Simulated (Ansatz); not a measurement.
Take InAs in the zinc blende structure (space group F-43m, No. 216) as the base.

```yaml
crystal:
  lattice:
    - [0.00000, 3.09316, 3.09316]
    - [3.09316, 0.00000, 3.09316]
    - [3.09316, 3.09316, 0.00000]
  atoms:
    - { symbol: As, position: [0.75000, 0.75000, 0.75000] }
    - { symbol: In, position: [0.00000, 0.00000, 0.00000] }
```

The other end (x = 1) is AlAs in the zinc blende structure (space group F-43m, No. 216): 23.50 Å³/atom, gap 1.50 eV.

Level of theory: Ansatz (a quantum-chemistry and plane-wave program) PBE, spin-orbit coupling left out.

Al replaces a fraction x of In; each row is one arrangement (x, atoms in the cell, starting space group or random), fully relaxed.

One change was made to it. Results:

```csv
quantity,base,after
mean first-shell distances,–,"In–As 2.638 Å (end compound 2.679 Å), Al–As 2.493 Å (end compound 2.480 Å)"
band gap,zero,1.02 eV
```

What was done to the base?
A) x(Al) = 0.25, 8 atoms, R3m
B) x(Al) = 0.75, 8 atoms, Cm
C) x(Al) = 0.333, 6 atoms, P3m1
D) x(Al) = 0.75, 8 atoms, Amm2

B, x(Al) = 0.75, 8 atoms, Cm. For comparison, the mean first-shell distances in the other runs: x(Al) = 0.75, 8 atoms, Amm2 gives In–As 2.622 Å (end compound 2.679 Å), Al–As 2.499 Å (end compound 2.480 Å); x(Al) = 0.333, 6 atoms, P3m1 gives In–As 2.649 Å (end compound 2.679 Å), Al–As 2.544 Å (end compound 2.480 Å); x(Al) = 0.25, 8 atoms, R3m gives In–As 2.656 Å (end compound 2.679 Å), Al–As 2.553 Å (end compound 2.480 Å).

Each cell is one ordered arrangement of few atoms, which overstates ordering effects compared with a random alloy. No phonon test of stability was made. The final runs are not spin-polarised. Gaps under 0.05 eV, about the width of the smearing, are given as zero. The zero or small gap of InAs, AlIn2As3 and AlIn3As4 can change with the level of theory.
